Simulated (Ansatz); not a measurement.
Subject: the energy of the reaction as written. Reaction: cell B → cell A. A negative value means that the right-hand side lies lower.

Cell A: a sheet of composition Y, 1 atom, square cell of 3.23 Å (10.4 Å²), symmetry P4/mmm, 0.0 Å thick under 16 Å of vacuum, in-plane vectors relaxed; planes from bottom to top: Y; a model cell; spin state with PBE: net moment 0.8 μB a cell, k-point mesh 18×18×1.
```
CELL_PARAMETERS angstrom
      3.23256     0.00000     0.00000
      0.00000     3.23256     0.00000
      0.00000     0.00000    16.00000
ATOMIC_POSITIONS crystal
  Y  0.00000 0.00000 0.50000
```

Cell B: a sheet of composition Y, 1 atom, hexagonal cell of 3.44 Å (10.2 Å²), symmetry P6/mmm, 0.0 Å thick under 16 Å of vacuum, in-plane vectors relaxed; planes from bottom to top: Y; a model cell; spin state with PBE: net moment 1.2 μB a cell, k-point mesh 24×24×1.
```yaml
crystal:
  lattice:
    - [3.43689, 0.00000, 0.00000]
    - [-1.71845, 2.97644, 0.00000]
    - [0.00000, 0.00000, 16.00000]
  atoms:
    - { symbol: Y, position: [0.00000, 0.00000, 0.50000] }
```

Computed with Ansatz (plane waves, PAW), its default PAW set, cutoff 420 eV, 500 eV for r2SCAN. The structures are at rest with PBE; other levels are single points on them. Neutral cells; Fermi-Dirac smearing of at most 0.10 eV in the solids, energies taken to zero width. The lattices are those relaxed with PBE, so at other levels the solids can be strained, which adds to the spread. A dispersion term (D3(BJ), or D4 for r2SCAN) was computed beside these levels and is taken off wherever the name lacks it. No zero-point or thermal terms. No search over spin orders was made beyond those shown. The state moves with the level: A has a net moment of 1.2 μB with r2SCAN and 0.8 μB with PBE. Small moments in a metal shrink under a smearing of 0.1 eV, so the spin state is less sure. Cell A has symmetry P4/mmm and got no random move, so less symmetric positions, which may lie lower, weren't tried. Cell B has symmetry P6/mmm and got no random move, so less symmetric positions, which may lie lower, weren't tried.

Task: What value does r2SCAN give?

Result: 0.28 eV, for cell B → cell A.

Task: How does the value move with the functional?

Result: 
```json
[
 {"Level": "PBE", "value (eV)": "0.28", "less r2SCAN": "0.00"}
]
```

The levels span only 0.00 eV, too little to tell them apart.

Ansatz is a first-principles code.
